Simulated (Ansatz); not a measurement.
The parent structure is HgTe in the zinc blende structure (space group F-43m, No. 216; a = 6.510 Å).

The other end (x = 1) is HgSb in the zinc blende structure (space group F-43m, No. 216; a hypothetical phase, not in the database extracts checked): 32.75 Å³/atom, gap zero; this end may not be an ambient phase.

The values are results of PBEsol, PAW, 420 eV (Ansatz, a quantum-chemistry and plane-wave program; no SOC), earlier PAW set, not measurements.

Sb replaces a fraction x of Te; each row is one arrangement (x, atoms in the cell, starting space group or random), fully relaxed.

One change was made to it. Results:

| quantity | base | after |
|---|---|---|
| mean first-shell distances | – | Te–Hg 2.816 Å (end compound 2.819 Å), Sb–Hg 2.775 Å (end compound 2.771 Å) |
| volume per atom | 34.49 Å³ | 33.50 Å³ |

Problem. Which of these changes matches the shifts?
A. x(Sb) = 0.75, 8 atoms, P-43m
B. x(Sb) = 0.5, 4 atoms, P-4m2
C. x(Sb) = 0.25, 8 atoms, Amm2
D. x(Sb) = 0.5, 8 atoms, P-4m2

Solution. D, x(Sb) = 0.5, 8 atoms, P-4m2. For comparison, the mean first-shell distances in the other runs: x(Sb) = 0.25, 8 atoms, Amm2 gives Te–Hg 2.828 Å (end compound 2.819 Å), Sb–Hg 2.742 Å (end compound 2.771 Å); x(Sb) = 0.5, 4 atoms, P-4m2 gives Te–Hg 2.818 Å (end compound 2.819 Å), Sb–Hg 2.775 Å (end compound 2.771 Å); x(Sb) = 0.75, 8 atoms, P-43m gives Te–Hg 2.813 Å (end compound 2.819 Å), Sb–Hg 2.773 Å (end compound 2.771 Å).

Each cell is one ordered arrangement of few atoms, which overstates ordering effects compared with a random alloy. With Hg and Te present, leaving out spin-orbit coupling can change the band edges. No phonon test of stability was made. All final runs are without spin polarisation. An odd electron count without spin: HgSb, Hg4SbTe3, Hg2SbTe and Hg4Sb3Te. A zero or small gap of HgTe can be the functional's error rather than a property of the material.
